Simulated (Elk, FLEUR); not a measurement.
An Elk input for a self-consistent single point of HfIN (R-3m, 6 atoms in the cell) (DFT, PBEsol, all-electron FP-LAPW, Elk's shipped species files, default APW+lo basis):

```
tasks
  0

xctype
  22

rmtscf
  0.81

swidth
  0.000734986

maxscl
  100

avec
    3.4891525383    2.0144631572   20.3686964932
   -3.4891525383    2.0144631572   20.3686964932
    0.0000000000   -4.0289263145   20.3686964932

sppath
  './'

atoms
  3
  'Hf.in'
  2
  0.7944100000  0.7944100000  0.7944100000    0.0 0.0 0.0
  0.2055900000  0.2055900000  0.2055900000    0.0 0.0 0.0
  'I.in'
  2
  0.3930470000  0.3930470000  0.3930470000    0.0 0.0 0.0
  0.6069530000  0.6069530000  0.6069530000    0.0 0.0 0.0
  'N.in'
  2
  0.1399430000  0.1399430000  0.1399430000    0.0 0.0 0.0
  0.8600570000  0.8600570000  0.8600570000    0.0 0.0 0.0

ngridk
  5 5 5
```

Question: Write the same calculation as an input for FLEUR.

Answer: One input that does it (others would too):

Input of the input generator:

```
HfIN FLAPW
&input film=f /
3.4891525383 2.0144631572 20.3686964932
-3.4891525383 2.0144631572 20.3686964932
-0.0000000000 -4.0289263145 20.3686964932
1.0
1.0 1.0 1.0

6
72 0.7944100000 0.7944100000 0.7944100000
72 0.2055900000 0.2055900000 0.2055900000
53 0.3930470000 0.3930470000 0.3930470000
53 0.6069530000 0.6069530000 0.6069530000
7 0.1399430000 0.1399430000 0.1399430000
7 0.8600570000 0.8600570000 0.8600570000

&comp jspins=1 /
&exco xctyp='PBEs' /
&kpt div1=5 div2=5 div3=5 /
&end /
```

```xml
<?xml version="1.0" encoding="UTF-8" standalone="no"?>
<fleurInput fleurInputVersion="0.39">
   <comment>
      HfIN FLAPW                                                                                          
   </comment>
   <calculationSetup>
      <cutoffs Kmax="4.5" Gmax="18.0" GmaxXC="18.0" numbands="0"/>
      <scfLoop itmax="60" minDistance="0.00001" maxIterBroyd="25" imix="Anderson" alpha="0.05" precondParam="0.0" spinf="2.0"/>
      <coreElectrons ctail="T" frcor="F" kcrel="0" coretail_lmax="0"/>
      <xcFunctional name="PBEs" relativisticCorrections="F"/>
      <magnetism jspins="1"/>
      <soc l_soc="F" theta="0.0" phi="0.0" spav="F"/>
      <expertModes spex="0" secvar="F"/>
      <geometryOptimization l_f="T" forcealpha="1.0" forcemix="BFGS" epsdisp="0.00001" epsforce="0.00001"/>
      <ldaU l_linMix="F" mixParam="0.05" spinf="1.0"/>
   </calculationSetup>
   <cell>
      <bzIntegration valenceElectrons="96.0" mode="hist" fermiSmearingEnergy="0.00073499">
         <kPointListSelection listName="default-1"/>
         <!-- k-points included here -->
         <xi:include xmlns:xi="http://www.w3.org/2001/XInclude" href="kpts.xml"> </xi:include>
      </bzIntegration>
      <!-- symmetry operations included here -->
      <xi:include xmlns:xi="http://www.w3.org/2001/XInclude" href="sym.xml"> </xi:include>
      <bulkLattice scale="1.0">
         <bravaisMatrix>
            <row-1>    3.4891525382999999     2.0144631571999998    20.3686964932000016</row-1>
            <row-2>   -3.4891525382999999     2.0144631571999998    20.3686964932000016</row-2>
            <row-3>    0.0000000000000000    -4.0289263144999996    20.3686964932000016</row-3>
         </bravaisMatrix>
      </bulkLattice>
   </cell>
   <atomSpecies>
      <species name="Hafnium (Hf)" element="Hf" atomicNumber="72">
         <mtSphere radius="2.40" gridPoints="827" logIncrement="0.016"/>
         <atomicCutoffs lmax="10" lnonsphr="8"/>
         <electronConfig flipSpins="F">
            <coreConfig>(1s1/2) (2s1/2) (2p1/2) (2p3/2) (3s1/2) (3p1/2) (3p3/2) (4s1/2) (3d3/2) (3d5/2) (4p1/2) (4p3/2) (4d3/2) (4d5/2)</coreConfig>
            <valenceConfig>(5s1/2) (5p1/2) (5p3/2) (6s1/2) (4f5/2) (4f7/2) (5d3/2) (5d5/2)</valenceConfig>
            <stateOccupation state="(5d3/2)" spinUp="0.4" spinDown="0.4"/>
            <stateOccupation state="(5d5/2)" spinUp="0.6" spinDown="0.6"/>
         </electronConfig>
         <energyParameters s="6" p="6" d="5" f="5"/>
         <lo type="SCLO" l="0" n="5" eDeriv="0"/>
         <lo type="SCLO" l="1" n="5" eDeriv="0"/>
         <lo type="SCLO" l="3" n="4" eDeriv="0"/>
      </species>
      <species name="Iodine (I)" element="I" atomicNumber="53">
         <mtSphere radius="2.68" gridPoints="925" logIncrement="0.014"/>
         <atomicCutoffs lmax="10" lnonsphr="8"/>
         <electronConfig flipSpins="F">
            <coreConfig>(1s1/2) (2s1/2) (2p1/2) (2p3/2) (3s1/2) (3p1/2) (3p3/2) (4s1/2) (3d3/2) (3d5/2) (4p1/2) (4p3/2)</coreConfig>
            <valenceConfig>(5s1/2) (4d3/2) (4d5/2) (5p1/2) (5p3/2)</valenceConfig>
            <stateOccupation state="(5p1/2)" spinUp="0.8333333333333" spinDown="0.8333333333333"/>
            <stateOccupation state="(5p3/2)" spinUp="1.6666666666667" spinDown="1.6666666666667"/>
         </electronConfig>
         <energyParameters s="5" p="5" d="5" f="4"/>
         <lo type="SCLO" l="2" n="4" eDeriv="0"/>
      </species>
      <species name="Nitrogen (N)" element="N" atomicNumber="7">
         <mtSphere radius="1.35" gridPoints="467" logIncrement="0.022"/>
         <atomicCutoffs lmax="6" lnonsphr="4"/>
         <electronConfig flipSpins="F">
            <coreConfig>(1s1/2)</coreConfig>
            <valenceConfig>(2s1/2) (2p1/2) (2p3/2)</valenceConfig>
            <stateOccupation state="(2p1/2)" spinUp="0.5" spinDown="0.5"/>
            <stateOccupation state="(2p3/2)" spinUp="1.0" spinDown="1.0"/>
         </electronConfig>
         <energyParameters s="2" p="2" d="3" f="4"/>
      </species>
   </atomSpecies>
   <atomGroups>
      <atomGroup species="Hafnium (Hf)">
         <relPos label="                   1">-.2055900000 -.2055900000 -.2055900000</relPos>
         <relPos label="                   2">.2055900000 .2055900000 .2055900000</relPos>
         <force calculate="T" relaxXYZ="TTT"/>
      </atomGroup>
      <atomGroup species="Iodine (I)">
         <relPos label="                   3">.3930470000 .3930470000 .3930470000</relPos>
         <relPos label="                   4">-.3930470000 -.3930470000 -.3930470000</relPos>
         <force calculate="T" relaxXYZ="TTT"/>
      </atomGroup>
      <atomGroup species="Nitrogen (N)">
         <relPos label="                   5">.1399430000 .1399430000 .1399430000</relPos>
         <relPos label="                   6">-.1399430000 -.1399430000 -.1399430000</relPos>
         <force calculate="T" relaxXYZ="TTT"/>
      </atomGroup>
   </atomGroups>
   <output dos="F" band="F" slice="F">
      <checks vchk="F" cdinf="F"/>
      <bandDOS minEnergy="-.5*Htr" maxEnergy="0.5*Htr" sigma="0.015" storeEVData="T"/>
      <vacuumDOS vacdos="F" integ="F" star="F" nstars="0" locx1="0.0" locy1="0.0" locx2="0.0" locy2="0.0" nstm="0" tworkf="0.0"/>
      <unfoldingBand unfoldBand="F" supercellX="1" supercellY="1" supercellZ="1"/>
      <plotting iplot="0" polar="F">
         <plot TwoD="T" vec1="  1.0  0.0  0.0" vec2="  0.0  1.0  0.0" vec3="  0.0  0.0  1.0" zero="  0.0  0.0  0.0" file="plot"/>
      </plotting>
      <chargeDensitySlicing numkpt="0" minEigenval="0.0" maxEigenval="0.0" nnne="0" pallst="F"/>
      <specialOutput eonly="F"/>
      <magneticCircularDichroism mcd="F" energyLo="-10.0" energyUp="0.0"/>
   </output>
  <!-- We include the file relax.xml here to enable relaxations (see documentation) -->
  <xi:include xmlns:xi="http://www.w3.org/2001/XInclude" href="relax.xml"> <xi:fallback/> </xi:include>
</fleurInput>
```

Basis settings and potentials, where a program has them, do not carry over. This input uses DFT, PBEsol, all-electron FLAPW (FLEUR), scalar-relativistic valence.

The starting cell comes from a database of computed structures (which also holds hypothetical and non-ambient phases and stackings), without a prior relaxation at this level.
